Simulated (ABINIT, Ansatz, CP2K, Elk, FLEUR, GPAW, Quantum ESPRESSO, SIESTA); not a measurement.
**One structure in several programs: PtS₂ (P-3m1, 3 atoms in the cell)**

Self-consistent single point.

```
CELL_PARAMETERS angstrom
      1.79106    -3.10221     0.00000
      1.79106     3.10221     0.00000
      0.00000     0.00000     5.09998
ATOMIC_POSITIONS crystal
  Pt 0.00000 0.00000 0.00000
  S  0.33333 0.66667 0.23000
  S  0.66667 0.33333 0.77000
```

All programs got the same cell, k-point mesh and kind of occupations (in Ansatz's words: kpoints.mp_grid.grid = 6 6 4; scf.occupations.method = fermi_dirac; scf.occupations.width = 0.0015 Ry); potentials, basis and cutoffs are each program's usual ones.

| code | model | pressure (GPa) | largest force (eV/Å) | gap on the mesh (eV) | k-points | cutoff |
|---|---|---|---|---|---|---|
| CP2K | PBE, GPW, DZVP-MOLOPT-SR-GTH basis, GTH-PBE potentials (GTH_POTENTIALS) | 5.10 | 0.739 | 0.887 | 76 | grid 500 Ry |
| Elk | PBE, all-electron FP-LAPW, Elk's shipped species files, APW+lo basis with extra local orbitals | – | – | 0.893 | 24 | rgkmax 7.5 |
| Quantum ESPRESSO | PBE, GBRV 1.5 ultrasoft (PBE) pseudopotentials | 4.48 | 0.542 | 0.903 | 24 | 40 Ry |
| ABINIT | PBE, norm-conserving pseudopotentials (PseudoDojo nc-sr-05 PBE standard) | 4.78 | 0.538 | 0.899 | 24 | 42 Ha |
| Ansatz | PBE, default PAW files | 4.90 | 0.550 | 0.903 | 24 | default |
| FLEUR | PBE, all-electron FLAPW (FLEUR), scalar-relativistic valence | – | – | 0.902 | 24 | Kmax 4 1/bohr |
| SIESTA | GGA PBE, numerical atomic orbitals DZP, PseudoDojo PBE standard norm-conserving potentials (rewritten from UPF to PSML) | 7.50 | 1.131 | 0.790 | 89 | grid 300 Ry |
| GPAW | PBE, GPAW PAW datasets PBE (gpaw-data 1.0.1) | 5.07 | 0.570 | 0.879 | 24 | 600 eV |

A dash marks a value that a program does not give, or that is left out as unsure.

Gaps are read on the mesh.

The spread over the programs that give each value: pressure within 3.02 GPa; largest force within 0.593 eV/Å; gap on the mesh within 0.113 eV.

The starting cell has typed, rounded lattice constants, without a prior relaxation at this level. Its lattice was rescaled by a random factor within 2.5 % of one. On Ansatz's run: Spin-orbit coupling is off. In the base run, with a pressure of about 5 GPa the cell is away from its equilibrium volume at this level.

**Question.** Why do the programs differ, and what cannot be compared?

**Answer.** Differences of this kind can come from the potentials, where these differ, and from what each basis and cutoff leave unconverged. The valence holds different numbers of electrons (CP2K 30, Quantum ESPRESSO 28, ABINIT 30, Ansatz (a program for electronic structure) 30, FLEUR 28, SIESTA 30, GPAW 28). The zero of total energies and Fermi levels follows the potentials and each program's conventions, so they are not compared here. CP2K and SIESTA use small atom-centred bases, whose incompleteness enters pressures, forces and empty levels differently from a plane-wave cutoff. Elk and FLEUR treat all electrons, but the usual bases taken here (sphere radii, linearisation, local orbitals, empty states) were not tested for convergence, so the values are no reference for the others. Ansatz's pressure is given at a fixed set of plane waves, as the other plane-wave codes print theirs; with its correction for the finite basis it is 4.93 GPa. Ansatz's smearing width was typed in Ry to four decimals, so it matches the others to a few per cent. The programs reduce the same mesh by symmetry to different extents, which changes the work and not the result. In the pressure, SIESTA (by 2.65) lies more than 1 GPa from the median of the plane-wave programs. In the force vectors, CP2K (by 0.193) and SIESTA (by 0.585) lie more than 0.08 eV/Å from the median of the plane-wave programs.

Keys are those of Ansatz 0.2.
